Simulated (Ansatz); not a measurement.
Abridged Ansatz (an electronic-structure program) output:

```
Relaxation: its limit of steps is 50 (relax.max_steps)
Pseudopotential: Al, paw, valence charge 3
Crystal: 1 atoms, lattice volume = 16.429 Å³
Basis set: ecut = 420 eV, 331 PW (Γ), exchange–correlation on 40×40×40 points (8 copies of the dense FFT grid, shifted against one another)
Bands: 6, of which v1, the nominal top of the filled ones, is band 2 counted from 1 (1 counted from 0)
Symmetry: 16 space group operations
k-points: 1639 of 21952
Functional: x = pbesol(κ = 0.804, μ = 0.12345679012345678), c = pbesol(β = 0.046)
SCF iter   1: F=—  HF=-524.553346 eV  |F-HF|=—  |Δ(HF+E_count)|=         —  Δρ=6.81e-4  dr2=3.11e-5  ethr=1.77e-3  ⟨swp⟩=4.8  Hψ=84540  notcnv=0
SCF iter   2: F=—  HF=-524.553372 eV  |F-HF|=—  |Δ(HF+E_count)|=   2.60e-5  Δρ=3.47e-4  dr2=8.10e-6  ethr=1.04e-6  ⟨swp⟩=1.9  Hψ=24807  notcnv=0  defer=1
SCF 1 converged in 6 iterations: F = -524.553378 eV  dr2 = 5.41e-12
relax step   1: F+E_penalty+E_count = -524.55337813 eV  Δ(F+E_penalty+E_count) = +0.000e0 eV  max|allowed force component| = 0.000e0 eV/Å  Δτ_max = 0.0000 Å  (6 SCF iters, accepted)
SCF converged after 6 iterations
Free energy (F): -524.553378 eV
Internal energy: -524.539662 eV  (E = F + TS)
E sigma→0 (E₀):  -524.546520 eV
Entropy (-TS):   -0.013716 eV (-13.716 meV/atom)
Fermi energy:    7.928072 eV
--- Forces (eV/Å), atoms counted from 1 ---
  atom   1  Al     0.00000000     0.00000000     0.00000000
--- Stress (GPa, compression-positive) ---
       -0.959895       0.000000       0.000000
        0.000000      -0.959895       0.000000
        0.000000       0.000000      -1.595943
  P = ⅓ Tr σ = -1.1719 GPa (-11.719 kbar)
--- Relaxed structure (1 steps of the walk, 1 accepted, 0 SCFs on fresh bases) ---
  atoms:
    - { symbol: Al, position: [0.0, 0.0, 0.0] }
```

### Question
What was computed, and what are the main results?

### Answer
Al, 1 atom in the cell, with DFT with PBEsol, PAW potentials and a 420 eV plane-wave cutoff in Ansatz, no spin-orbit coupling. The last SCF converged to F = -524.553378 eV, or -524.5534 eV per atom, at a pressure of -1.17 GPa. The total energy compares only with runs of the same code, potentials and settings.

The cells carry an imposed strain or load. Stability against distortions was not tested. The cell was made from Al in the fcc (Cu type) structure (space group Fm-3m, No. 225) by this change: uniaxial strain ε_zz = +1.50 %.

Keys are those of Ansatz 0.2.
